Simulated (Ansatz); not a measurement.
The starting structures come from a database of crystals and need not be the phases stable at ambient conditions.

 Where the default PAW files enter, the runs use the earlier of Ansatz's two default sets.

Given:

```yaml
crystal:
  lattice:
    - [4.61119, 0.00000, 0.00000]
    - [2.30559, 3.99341, 0.00000]
    - [2.30560, 1.33114, 7.50661]
  atoms:
    - { symbol: Mg, position: [0.50082, 0.50082, 0.49754] }
    - { symbol: Cd, position: [0.99949, 0.99949, 0.00152] }
    - { symbol: Te, position: [0.87338, 0.87338, 0.37985] }
    - { symbol: Te, position: [0.37629, 0.37629, 0.87113] }
```

Space group of this cell: R3m. The cell is taken as given; by PBEsol its mean pressure is -0.9 GPa.

Transport runs along the normal of the first two printed cell vectors, the (001) plane of the conventional cell.

The gap is the functional's own, uncorrected, and κ follows it; spin-orbit coupling is left out. Mid-gap values are interpolated between the computed energies.

Task: State the band gap and the smallest decay constant κ at mid-gap according to Ansatz (a program for electronic structure) with PBEsol.

Result: Gap 1.20 eV on a 8×8×8 mesh; κ = 0.095 1/Å, at the zone centre.
